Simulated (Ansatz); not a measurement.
# HgTe, response to strain

Consider HgTe in the zinc blende structure (space group F-43m, No. 216; a = 6.651 Å).

Strains are applied to the cell and any free atomic positions relax.

All numbers come from PBE in Ansatz (plane waves to 420 eV, PAW, no spin-orbit coupling).

Notes on the quantities. energy relative to the base: free energy F.

```json
[
 {"isotropic strain (%)": "-2.5", "energy relative to the base (meV/atom)": "24.6"},
 {"isotropic strain (%)": "-1.5", "energy relative to the base (meV/atom)": "8.5"},
 {"isotropic strain (%)": "-1", "energy relative to the base (meV/atom)": "3.7"},
 {"isotropic strain (%)": "0", "energy relative to the base (meV/atom)": "0.0"},
 {"isotropic strain (%)": "0.5", "energy relative to the base (meV/atom)": "?"},
 {"isotropic strain (%)": "1.5", "energy relative to the base (meV/atom)": "7.5"},
 {"isotropic strain (%)": "2", "energy relative to the base (meV/atom)": "13.0"},
 {"isotropic strain (%)": "2.5", "energy relative to the base (meV/atom)": "19.9"},
 {"isotropic strain (%)": "3", "energy relative to the base (meV/atom)": "28.1"}
]
```

Task: Fit ΔE = Aε² + Bε³ (ε in %) to the rows shown and predict the withheld row.

Result: Least squares on the printed values gives A = 3.56 and B = -0.15 meV/atom (largest residual 0.1 meV/atom); this predicts 0.9 meV/atom, and the run gives 0.9 meV/atom, in agreement.

No phonon test of stability was made. The final runs are not spin-polarised.

Ansatz is a first-principles code.
